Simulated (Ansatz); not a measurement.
Start from SrO in the rock salt structure (space group Fm-3m, No. 225).

```
CELL_PARAMETERS angstrom
      0.00000     2.57997     2.57997
      2.57997     0.00000     2.57997
      2.57997     2.57997     0.00000
ATOMIC_POSITIONS crystal
  O  0.00000 0.00000 0.00000
  Sr 0.50000 0.50000 0.50000
```

The values are results of r2SCAN (Ansatz, an electronic-structure program; PAW; 500 eV plane waves; no SOC), not measurements.

Base values:

| Quantity | Result |
|---|---|
| Shortest interatomic distance | 4.875 bohr |
| Valley order | X along ⟨100⟩ 3.80 eV; Γ 4.59 eV |
| Electron mass | 1.2 mₑ along k, 0.40 mₑ across (at X) |

One thing is altered: cell and atoms relaxed at a pressure of 5 GPa.

Question: What does the calculation give for the mean gap deformation potential ΔEg/Δln V after the change?

Answer: The mean gap deformation potential ΔEg/Δln V is +0.5 eV.

Question: Estimate the effect on the shortest interatomic distance.

Answer: The shortest interatomic distance decreases by 0.0775 bohr (4.875 bohr → 4.798 bohr).

Question: What happens to the valley order?

Answer: The valley order (the lowest conduction-band minima on the path, energy above the VBM, named in the base's zone) changes from X along ⟨100⟩ 3.80 eV; Γ 4.59 eV to X along ⟨100⟩ 3.78 eV; Γ 4.96 eV.

Question: Predict the new electron mass.

Answer: The electron mass changes from 1.2 mₑ along k, 0.40 mₑ across (at X) to 1.2 mₑ along k, 0.39 mₑ across (at X).

Load acts through the strain it causes; cell and atoms are relaxed under it. Effective masses come from finite differences of ±0.01 Å⁻¹. Along k means along the line from Γ to the band edge. No phonon test of stability was made. Competing high-pressure phases were not computed.
